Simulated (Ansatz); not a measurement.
System: ZnS (P3m1, No. 156, 40 atoms in the cell; start mp-556732; a measured phase of this formula has another space group). Method: LDA (plane waves, PAW; Ansatz, a first-principles code).

Numerical settings: plane-wave cutoff 520 eV, 12×12×1 k mesh (along the axes of the cell as run), Fermi–Dirac smearing 0.01 eV, scalar-relativistic PAW data made under PBE.

Cell (relaxed at this level):

```cif
data_S20Zn20
_chemical_formula_sum 'Zn20 S20'
_space_group_name_H-M_alt 'P3m1'
_space_group_IT_number 156
_space_group_name_Hall 'P 3 -2"'
_cell_length_a 3.74354
_cell_length_b 3.74354
_cell_length_c 61.20938
_cell_angle_alpha 90.000
_cell_angle_beta 90.000
_cell_angle_gamma 120.000
loop_
_atom_site_label
_atom_site_type_symbol
_atom_site_symmetry_multiplicity
_atom_site_Wyckoff_symbol
_atom_site_fract_x
_atom_site_fract_y
_atom_site_fract_z
_atom_site_occupancy
Zn1 Zn 1 b 0.33333 0.66667 0.05005 1
Zn2 Zn 1 c 0.66667 0.33333 0.80005 1
Zn3 Zn 1 b 0.33333 0.66667 0.70003 1
Zn4 Zn 1 a 0.00000 0.00000 0.29997 1
Zn5 Zn 1 c 0.66667 0.33333 0.35005 1
Zn6 Zn 1 c 0.66667 0.33333 0.49994 1
Zn7 Zn 1 c 0.66667 0.33333 0.95003 1
Zn8 Zn 1 c 0.66667 0.33333 0.10003 1
Zn9 Zn 1 a 0.00000 0.00000 0.64999 1
Zn10 Zn 1 b 0.33333 0.66667 0.54997 1
Zn11 Zn 1 c 0.66667 0.33333 0.60005 1
Zn12 Zn 1 a 0.00000 0.00000 0.00011 1
Zn13 Zn 1 a 0.00000 0.00000 0.44997 1
Zn14 Zn 1 b 0.33333 0.66667 0.40000 1
Zn15 Zn 1 a 0.00000 0.00000 0.89999 1
Zn16 Zn 1 a 0.00000 0.00000 0.15000 1
Zn17 Zn 1 b 0.33333 0.66667 0.85002 1
Zn18 Zn 1 b 0.33333 0.66667 0.19997 1
Zn19 Zn 1 a 0.00000 0.00000 0.75011 1
Zn20 Zn 1 c 0.66667 0.33333 0.24993 1
S1 S 1 a 0.00000 0.00000 0.33752 1
S2 S 1 c 0.66667 0.33333 0.83752 1
S3 S 1 a 0.00000 0.00000 0.93745 1
S4 S 1 b 0.33333 0.66667 0.88749 1
S5 S 1 c 0.66667 0.33333 0.28740 1
S6 S 1 b 0.33333 0.66667 0.58751 1
S7 S 1 b 0.33333 0.66667 0.08752 1
S8 S 1 a 0.00000 0.00000 0.03755 1
S9 S 1 a 0.00000 0.00000 0.78755 1
S10 S 1 c 0.66667 0.33333 0.38750 1
S11 S 1 b 0.33333 0.66667 0.73757 1
S12 S 1 b 0.33333 0.66667 0.23743 1
S13 S 1 a 0.00000 0.00000 0.48743 1
S14 S 1 c 0.66667 0.33333 0.98757 1
S15 S 1 c 0.66667 0.33333 0.53740 1
S16 S 1 c 0.66667 0.33333 0.63749 1
S17 S 1 c 0.66667 0.33333 0.13749 1
S18 S 1 a 0.00000 0.00000 0.68745 1
S19 S 1 b 0.33333 0.66667 0.43747 1
S20 S 1 a 0.00000 0.00000 0.18746 1
```

**Question.** Estimate the band gap that the calculation returns.

**Answer.** 
band gap: 2.14 eV (on the SCF k mesh)

Note: the relaxation could not lower the start's symmetry, so the cell can be a saddle point above a distorted one.

Computed values are for the static lattice.

The result took about 24 core-minutes (a rough figure).

A start named mp-… is a Materials Project structure, which need not be a measured phase.
